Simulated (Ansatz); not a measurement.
Here is the system:

```
NiO
1.0
    0.00000     2.05013     2.05013
    2.05013     0.00000     2.05013
    2.05013     2.05013     0.00000
O Ni
1 1
Cartesian
  0.00000   0.00000   0.00000
  2.05013   2.05013   2.05013
```

Spin-polarised, with starting moments of sign O+ Ni+.

The values are results of Kohn–Sham DFT with the r2SCAN functional, run in Ansatz (an electronic-structure program) with PAW and 500 eV plane waves, spin-orbit coupling left out, not measurements. Γ-centred 13×13×13 mesh, Fermi–Dirac width 0.05 eV.

Problem. What largest site moment does the calculation give?

Solution. 1.66 μB.

Problem. Predict the band gap.

Solution. 0.59 eV.

Problem. Predict the gap character.

Solution. Indirect, L → Γ.

The cells carry an imposed strain or load. Stability against distortions was not tested. No Hubbard U is applied and the magnetic state is the run's own (NiO ferromagnetic); other magnetic orders, which need larger cells, were not tried and can change the gap. Where the two band edges lie in opposite spin channels, the gap is a spin-flip gap. The cell was made from NiO in the rock salt structure (space group Fm-3m, No. 225; ferromagnetic) by this change: isotropic strain −2.11 %. In its common phase, real NiO is an antiferromagnetic insulator at low temperature.
